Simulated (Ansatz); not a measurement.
Ag in the diamond structure (space group Fd-3m, No. 227; a hypothetical phase, not in the database extracts checked)

```cif
data_Ag8
_chemical_formula_sum 'Ag8'
_space_group_name_H-M_alt 'Fd-3m :1'
_space_group_IT_number 227
_space_group_name_Hall 'F 4d 2 3 -1d'
_cell_length_a 6.03827
_cell_length_b 6.03827
_cell_length_c 6.03827
_cell_angle_alpha 90.000
_cell_angle_beta 90.000
_cell_angle_gamma 90.000
loop_
_atom_site_label
_atom_site_type_symbol
_atom_site_symmetry_multiplicity
_atom_site_Wyckoff_symbol
_atom_site_fract_x
_atom_site_fract_y
_atom_site_fract_z
_atom_site_occupancy
Ag1 Ag 8 a 0.00000 0.00000 0.00000 1
```
(The calculation used a cell of 2 atoms; values per cell refer to that cell.)

Level of theory: Ansatz (a first-principles code) PBEsol, scalar-relativistic without spin-orbit coupling. Γ-centred 13×13×13 mesh, Fermi–Dirac width 0.05 eV.

- Volume per atom = 27.52 Å³
- Density = 6.51 g/cm³
- Band gap = zero
- Total energy = -7521.260 eV/atom (σ→0; compares only within this code and set-up)

No phonon test of stability was made.
